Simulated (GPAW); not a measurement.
Band structure of SnO₂ (Pnnm, 6 atoms in the cell).

```
CELL_PARAMETERS angstrom
      4.79135     0.00000     0.00000
      0.00000     4.86999     0.00000
      0.00000     0.00000     3.24317
ATOMIC_POSITIONS crystal
  Sn 0.50000 0.50000 0.50000
  Sn 0.00000 0.00000 0.00000
  O  0.29185 0.32104 0.00000
  O  0.70815 0.67896 0.00000
  O  0.79185 0.17896 0.50000
  O  0.20815 0.82104 0.50000
```

Method of the run: PBEsol, GPAW PAW datasets PBEsol (made by gpaw-setup) (plane waves; GPAW 25.7.0).

Settings: mode = pw; ecut = 950 eV; xc = PBEsol; kpts = 5 5 7; mesh shift (steps) = 0 0 0; occupations.name = fermi-dirac; occupations.width = 0 eV; nbands = -6; convergence.density = 1e-05 e/electron; convergence.energy = 1e-05 eV/electron; convergence.bands = -4; symmetry.symmorphic = false; symmetry.tolerance = 0.0005; maxiter = 100.

The starting cell comes from a database of computed structures (which also holds hypothetical and non-ambient phases and stackings), without a prior relaxation at this level. Its lattice was rescaled by a random factor within 2.5 % of one.

Predict the gap along the standard path and the places of the band edges.

The gap along the path is 0.73 eV, direct at Γ to within 0.01 eV.

Levels in eV from the top of the valence band on the SCF mesh, bands 23 to 30:
| point | 23 | 24 | 25 | 26 | 27 | 28 | 29 | 30 |
|---|---|---|---|---|---|---|---|---|
| Γ | -1.13 | -0.62 | -0.61 | 0.00 | 0.73 | 5.64 | 5.92 | 6.08 |
| X | -1.45 | -1.45 | -1.04 | -1.04 | 5.57 | 5.57 | 9.27 | 9.27 |
| S | -0.82 | -0.82 | -0.71 | -0.71 | 5.87 | 5.87 | 7.63 | 7.63 |
| Y | -1.11 | -1.11 | -0.43 | -0.43 | 3.79 | 3.79 | 6.51 | 6.51 |
| Z | -1.10 | -1.10 | -0.55 | -0.55 | 3.95 | 3.95 | 6.96 | 6.96 |
| U | -1.03 | -1.03 | -0.60 | -0.60 | 5.77 | 5.77 | 7.41 | 7.41 |
| R | -0.83 | -0.83 | -0.66 | -0.66 | 4.33 | 4.33 | 8.53 | 8.53 |
| T | -1.23 | -1.23 | -0.72 | -0.72 | 4.28 | 4.28 | 7.07 | 7.07 |
